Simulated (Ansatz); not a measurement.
**C under load (space group I4_1/amd): band-edge transport data**

Input:

```
CELL_PARAMETERS angstrom
      0.00000     1.81279     1.76769
      1.81279     0.00000     1.76769
      1.81279     1.81279     0.00000
ATOMIC_POSITIONS crystal
  C  0.00000 0.00000 0.00000
  C  0.25000 0.25000 0.25000
```

All values below come from HSE06, rigid bands (plane waves, PAW, scalar-relativistic; Ansatz, a first-principles code). Condition of this run: biaxial stress in (001) of -22 GPa (compression positive) (the target of the relaxation). Cell: cell and atoms relaxed with PBEsol, then loaded as said.

```
Quantity                                                                                                                                                          Result
---------------------------------------------------------------------------------------------------------------------------------------  -------------------------------
band gap                                                                                                                                                         4.57 eV
electron conductivity mass (300 K, dilute)                                                                                               0.28 (x), 0.28 (y), 1.42 (z) mₑ
hole conductivity mass (300 K, dilute)                                                                                                   0.31 (x), 0.31 (y), 0.57 (z) mₑ
effective density of states N_c (300 K)                                                                                                                      1.6e19 cm⁻³
effective density of states N_v (300 K)                                                                                                                      5.6e18 cm⁻³
density-of-states mass, electrons                                                                                                                                0.75 mₑ
density-of-states mass, holes                                                                                                                                    0.37 mₑ
Seebeck coefficient, n-type 1e19 cm⁻³, 300 K                                                                                                                   -262 μV/K
best n-type power factor at 300 K for τ = 10 fs (best axis; densities from 1e16 to 1e21 cm⁻³ tried, whether or not they can be reached)      9.5 μW/(cm·K²) at 1e20 cm⁻³
Seebeck coefficient, p-type 1e19 cm⁻³, 300 K                                                                                                                    180 μV/K
```

Rigid bands; masses and Seebeck coefficients take one relaxation time τ for all states and one kind of carrier; polarons and phonon drag are left out. Spin-orbit coupling is left out. Geometry: cell and atoms relaxed with PBEsol.
